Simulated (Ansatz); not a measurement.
The parent structure is Pt in the fcc (Cu type) structure (space group Fm-3m, No. 225; a = 3.895 Å; relaxed with 0.1 eV smearing). Axes: x, y, z lie along the cube axes.

Structures relaxed with LDA, PAW, 420 eV (Ansatz, a quantum-chemistry and plane-wave program; without spin-orbit coupling).

Base:

Simulated powder pattern, Cu Kα1, λ = 1.54056 Å (kinematic, ideal powder, no thermal factors, no anomalous dispersion; the 10 strongest lines at most, above 2 %, up to 2θ = 90°):

| 2θ (°) | I/Imax (%) | hkl |
|---|---|---|
| 40.06 | 100 | (111) |
| 46.59 | 49 | (200) |
| 68.01 | 32 | (220) |
| 81.97 | 40 | (311) |
| 86.47 | 12 | (222) |

It is then changed as follows: biaxial strain +1.00 %, plane normal [001], relaxed out of plane (Cartesian); in-plane vectors clamped, the third vector and the atoms free.

Where do the lines fall after the change?


Simulated powder pattern, Cu Kα1, λ = 1.54056 Å (kinematic, ideal powder, no thermal factors, no anomalous dispersion; the 10 strongest lines at most, above 2 %, up to 2θ = 90°):

```tsv
2θ (°)	I/Imax (%)	hkl
39.99	100	(111)
46.10	34	(200)
47.30	16	(002)
67.25	11	(220)
68.19	21	(202)
81.20	27	(311)
82.96	13	(113)
86.28	12	(222)
```

The indices refer to the base's conventional cell; one index is shown for lines that coincide. The space group is now I4/mmm (No. 139).

No phonon test of stability was made. All final runs are without spin polarisation.
